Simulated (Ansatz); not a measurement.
Cubic perovskite BaLiF3 was calculated with rVV10 (Ansatz, a program for electronic structure, PAW).

Settings: plane-wave cutoff 520 eV, 8×8×8 k mesh, Fermi–Dirac smearing 0.01 eV, scalar-relativistic PAW data made under PBE.

On both sides of the equilibrium volume: at 12.606 Å³/atom the pressure is 1.66 GPa and the direct gap at Γ 6.677 eV; at 13.121 Å³/atom they are -1.49 GPa and 6.602 eV. The fitted bulk modulus is 78.4 GPa.

Problem. Work out the volume deformation potential of this gap and its pressure coefficient, in two ways.

Solution. a_V = dE_g/d ln V = (6.602 − 6.677)/ln(13.121/12.606) = -1.87 eV. Since dP = −B d ln V, dE_g/dP = −a_V/B = 24 meV/GPa. Straight from the pressures: (6.677 − 6.602)/(1.66 − (-1.49)) = 24 meV/GPa. At this level and over this range the gap at Γ widens under pressure.

Spin–orbit coupling is not included.

Note: the relaxation could not lower the start's symmetry, so the cell can be a saddle point above a distorted one.
